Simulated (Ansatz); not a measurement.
N on the O site in alpha quartz (start: the O site; 72-site cell, 2×2×2 Γ-centred sampling), Si-rich (Δμ(O) = -4.16 eV, Δμ(N) = -1.94 eV, bounded by Si2N2O (Cmc2_1); only phases computed here count, gases as isolated molecules at 0 K). Method: PBE, PAW (plane waves to 420 eV; Ansatz, a quantum-chemistry and plane-wave program). In charge state −1 (not spin-polarised) the formation energy is 5.38 eV with the Fermi level at the valence-band maximum; take the Fermi level 2.50 eV above it, where this charge is the stable one. The crystal has 4.99 × 10^22 O sites per cm³.

Estimate the equilibrium concentration at 900 K in the dilute limit, leaving out vibrational entropy and degeneracy.

E_f = 5.38 + (−1)(2.5) = 2.88 eV; kT = 0.0776 eV; c = N exp(−E_f / kT) = 4.99 × 10^22 × exp(−37.1) ≈ 4 × 10^6 cm^-3. An error of 0.2 eV in E_f moves this by a factor of 13.
